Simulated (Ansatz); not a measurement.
**Response to strain in BP**

Start from BP in the zinc blende structure (space group F-43m, No. 216; a = 4.520 Å). Axes: x, y, z lie along the cube axes.

Strains are applied to the cell and any free atomic positions relax; under biaxial strain the out-of-plane vector relaxes too.

Method: PBEsol/PAW in Ansatz (a program for electronic structure), no SOC.

```json
[
 {"biaxial strain, plane normal [111], relaxed out of plane (%)": "0", "out-of-plane strain (%)": "0.00"},
 {"biaxial strain, plane normal [111], relaxed out of plane (%)": "0.42", "out-of-plane strain (%)": "-0.09"},
 {"biaxial strain, plane normal [111], relaxed out of plane (%)": "0.83", "out-of-plane strain (%)": "?"},
 {"biaxial strain, plane normal [111], relaxed out of plane (%)": "1.25", "out-of-plane strain (%)": "-0.26"},
 {"biaxial strain, plane normal [111], relaxed out of plane (%)": "1.67", "out-of-plane strain (%)": "-0.34"},
 {"biaxial strain, plane normal [111], relaxed out of plane (%)": "2.08", "out-of-plane strain (%)": "-0.42"},
 {"biaxial strain, plane normal [111], relaxed out of plane (%)": "2.5", "out-of-plane strain (%)": "-0.50"}
]
```

**Question.** Fit ε⊥ = −νε + γε² (strains in %) to the rows shown and predict the withheld row.

**Answer.** Least squares on the printed values gives ν = 0.21 (the biaxial Poisson response) and γ = 0.006 (largest residual 0.00 %); this predicts -0.17 %, and the run gives -0.18 %, in agreement.

Stability against distortions was not tested.
